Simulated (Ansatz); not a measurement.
Method: PBE (plane waves to 420 eV, PAW; Ansatz, a quantum-chemistry and plane-wave program).

Planar average of the electrostatic potential across the slab, in eV from the Fermi level, for Br on the 1x1 (111) surface of fcc Ag, one in a 2x2 cell, started at the site 'hollow Ag-Ag-Ag over Ag at depth 2.4 Å':

(z (Å), V (eV)): (5.30, 4.45); (5.59, 4.45); (5.89, 4.45); (6.18, 4.45); (6.48, 4.44); (6.77, 4.43); (7.07, 4.40); (7.36, 4.34); (7.66, 4.22); (7.95, 3.96); (8.24, 3.40); (8.54, 2.18); (8.83, -0.98); (9.13, -6.20); (9.42, -10.53); (9.72, -11.94); (10.01, -9.92); (10.31, -5.31); (10.60, -0.58); (10.89, 0.99); (11.19, -1.05); (11.48, -5.95); (11.78, -10.38); (12.07, -12.06); (12.37, -10.30); (12.66, -5.82); (12.96, -0.93); (13.25, 0.99); (13.54, -0.80); (13.84, -5.64); (14.13, -10.17); (14.43, -12.03); (14.72, -10.45); (15.02, -6.08); (15.31, -1.14); (15.61, 0.98); (15.90, -0.66); (16.19, -5.43); (16.49, -10.04); (16.78, -12.05); (17.08, -10.60); (17.37, -6.28); (17.67, -1.14); (17.96, 1.75); (18.26, 1.95); (18.55, 0.41); (18.84, -0.67); (19.14, -0.44); (19.43, 1.18); (19.73, 3.48); (20.02, 4.67); (20.32, 5.09); (20.61, 5.26); (20.91, 5.32); (21.20, 5.35); (21.49, 5.36); (21.79, 5.36); (22.08, 5.37); (22.38, 5.37); (22.67, 5.37); (22.97, 5.37); (23.26, 5.37)

Slab: 17 atoms, 7.1 Å thick at the start under the adsorbate (thin: gaps and levels are the slab's own); k 6x6x1, smearing 0.1 eV, dipole-corrected; 8 atoms held, the rest relaxed; symmetry of the start imposed; no spin, no spin-orbit, no U, no dispersion correction. At the end it is bonded to 3 Ag. In PBE it is, or lies within 0.03 eV of, the lowest of the starts that converged.

Question: The surface cell has an area of 29.81 Å². What dipole along the normal does the step between the two vacuum levels imply?

Answer: the top vacuum level lies 0.91 eV above the bottom one; p = −ε₀ A ΔV (ε₀ = 0.005526 e/(V·Å)) gives -0.15 e·Å a cell.
